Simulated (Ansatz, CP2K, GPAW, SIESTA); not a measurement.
**Tl3VSe4 (P1, 8 atoms in the cell) computed with different codes at matched settings**

Self-consistent single point, at a second geometry (atoms moved at random). First geometry:

```
CELL_PARAMETERS angstrom
     -3.91937     3.91937     3.91937
      3.91937    -3.91937     3.91937
      3.91937     3.91937    -3.91937
ATOMIC_POSITIONS crystal
  V  0.00000 0.00000 0.00000
  Tl 0.50000 0.50000 0.00000
  Tl 0.00000 0.50000 0.50000
  Tl 0.50000 0.00000 0.50000
  Se 0.66378 0.66378 0.66378
  Se 0.33622 0.00000 0.00000
  Se 0.00000 0.00000 0.33622
  Se 0.00000 0.33622 0.00000
```

Second geometry:
```xyz
8
Lattice="-3.9194 3.9194 3.9194 3.9194 -3.9194 3.9194 3.9194 3.9194 -3.9194" Properties=species:S:1:pos:R:3 pbc="T T T"
V      0.0077    -0.0512    -0.0166
Tl     0.0000    -0.0006     3.9285
Tl     3.9184    -0.0204    -0.0123
Tl     0.0027     3.9219     0.0632
Se     2.5751     2.6220     2.5588
Se    -1.2528     1.3318     1.2668
Se     1.3102     1.3384    -1.3120
Se     1.2773    -1.3031     1.3622
```

Shared settings, as Ansatz (a program for electronic structure) writes them: kpoints.mp_grid.grid = 3 3 3; scf.occupations.method = fermi_dirac; scf.occupations.width = 0.0007 Ry. Potentials and cutoffs stand in the table.

```json
[
 {"code": "Ansatz", "model": "LDA (PW92), default PAW files made with PBE", "ΔF from the first geometry (meV/atom)": "4.1", "pressure (GPa)": "-3.09", "largest force (eV/Å)": "0.756", "gap on the mesh (eV)": "1.801", "cutoff": "default"},
 {"code": "SIESTA", "model": "LDA PW92, numerical atomic orbitals DZP, PseudoDojo LDA standard norm-conserving potentials (rewritten from UPF to PSML)", "ΔF from the first geometry (meV/atom)": "6.3", "pressure (GPa)": "-2.04", "largest force (eV/Å)": "0.778", "gap on the mesh (eV)": "1.811", "cutoff": "grid 350 Ry"},
 {"code": "CP2K", "model": "LDA (Pade form), GPW, DZVP-MOLOPT-SR-GTH basis, GTH-PADE potentials (GTH_POTENTIALS)", "ΔF from the first geometry (meV/atom)": "4.8", "pressure (GPa)": "-2.62", "largest force (eV/Å)": "0.764", "gap on the mesh (eV)": "1.799", "cutoff": "grid 600 Ry"},
 {"code": "GPAW", "model": "LDA (Perdew-Wang 92), GPAW PAW datasets LDA (gpaw-data 1.0.1)", "ΔF from the first geometry (meV/atom)": "4.1", "pressure (GPa)": "-3.20", "largest force (eV/Å)": "0.749", "gap on the mesh (eV)": "1.790", "cutoff": "800 eV"}
]
```

Size of the force on each atom (eV/Å): Sizes of forces hide their directions.

```tsv
code	V1	Tl2	Tl3	Tl4	Se5	Se6	Se7	Se8
Ansatz	0.756	0.052	0.066	0.083	0.202	0.216	0.416	0.217
SIESTA	0.778	0.066	0.083	0.096	0.406	0.498	0.162	0.692
CP2K	0.764	0.055	0.073	0.090	0.173	0.227	0.323	0.314
GPAW	0.749	0.051	0.065	0.082	0.207	0.216	0.423	0.206
```

Gaps are read on the mesh.

On Ansatz's run: spin-orbit coupling is off.

The spread over the programs that give each value: ΔF from the first geometry within 2.2 meV/atom; pressure within 1.16 GPa; largest force within 0.029 eV/Å; gap on the mesh within 0.021 eV.

SIESTA and CP2K use small atom-centred bases, whose incompleteness enters pressures, forces and empty levels differently from a plane-wave cutoff. Ansatz's pressure is given at a fixed set of plane waves, as the other plane-wave codes print theirs. In the pressure, SIESTA (by 1.11) lies more than 1 GPa from the median of the plane-wave programs. In the force vectors, SIESTA (by 0.531) and CP2K (by 0.130) lie more than 0.08 eV/Å from the median of the plane-wave programs.

The starting cell comes from a database of computed structures (which also holds hypothetical and non-ambient phases and stackings), without a prior relaxation at this level. For this run, on top of that: atoms moved at random.

Keys are those of Ansatz 0.2.
